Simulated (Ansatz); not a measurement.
The starting structures come from a database of crystals and need not be the phases stable at ambient conditions.

Tunnelling through a barrier is set by its complex band structure: the current falls as exp(−2κd) with the smallest κ.

Data:

```xyz
16
Lattice="5.3221 0.0000 0.0000 0.0000 6.5230 0.0000 0.0000 0.0000 5.6433" Properties=species:S:1:pos:R:3 pbc="T T T"
Zn     1.4332     4.8830     4.6978
Zn     4.0943     4.9014     0.9455
Zn     1.4332     1.6399     4.6978
Zn     4.0943     1.6215     0.9455
Zn     1.4385     0.0000     1.8805
Zn     4.0996     3.2615     3.7628
W      4.1018     0.0000     3.7822
W      1.4407     3.2615     1.8612
N      4.7196     1.5466     4.6660
N      2.0586     1.7149     0.9773
N      4.7196     4.9764     4.6660
N      2.0586     4.8081     0.9773
N      4.7223     0.0000     2.0118
N      2.0612     3.2615     3.6315
N      2.2366     0.0000     3.7871
N      4.8976     3.2615     1.8562
```

Space group of this cell: Pmn2_1. The cell is taken as given; by PBEsol its mean pressure is -2.6 GPa.

Transport runs along the normal of the first two printed cell vectors.

The gap is the functional's own, uncorrected, and κ follows it; spin-orbit coupling is left out. Mid-gap values are interpolated between the computed energies.

Problem. Predict the band gap and the smallest decay constant κ at mid-gap from PBEsol run with Ansatz (a first-principles code).

Solution. Gap 2.49 eV on a 6×6×6 mesh; κ = 0.353 1/Å, at (0.000, 0.167) of the in-plane reciprocal vectors. At the zone centre, at the nearest computed energy, the slowest state has κ = 0.35 1/Å.
